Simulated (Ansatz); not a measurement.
Results of HSE06+SOC in Ansatz (plane waves, PAW) for HgSe (P3₂21, No. 154, 6 atoms in the cell; start mp-1018722; a measured phase of this formula has another space group).

Run with plane-wave cutoff 460 eV, 6×6×4 k mesh (along the axes of the cell as run), Fermi–Dirac smearing 0.01 eV, PAW data made under PBE.

Cell (relaxed with PBE-D3(BJ)):

```cif
data_Hg3Se3
_chemical_formula_sum 'Hg3 Se3'
_space_group_name_H-M_alt 'P 1'
_space_group_IT_number 1
_cell_length_a 4.27891
_cell_length_b 4.27891
_cell_length_c 9.77477
_cell_angle_alpha 90.000
_cell_angle_beta 90.000
_cell_angle_gamma 120.000
loop_
_space_group_symop_operation_xyz
  'x, y, z'
loop_
_atom_site_label
_atom_site_type_symbol
_atom_site_fract_x
_atom_site_fract_y
_atom_site_fract_z
_atom_site_occupancy
Hg1 Hg 0.00000 0.67866 0.33333 1
Hg2 Hg 0.32134 0.32134 0.00000 1
Hg3 Hg 0.67866 0.00000 0.66667 1
Se1 Se 0.00000 0.52640 0.83333 1
Se2 Se 0.47360 0.47360 0.50000 1
Se3 Se 0.52640 0.00000 0.16667 1
```

Task: What does this level give for the band gap and smallest direct gap on the k points sampled?

Result: 
- band gap = 1.15 eV (indirect)
- smallest direct gap on the k points sampled = 1.19 eV

Note: cell and atoms aren't relaxed at this level.

Static lattice: no zero-point or thermal effects.

A start named mp-… is a Materials Project structure, which need not be a measured phase.

Ansatz is a program for electronic structure.
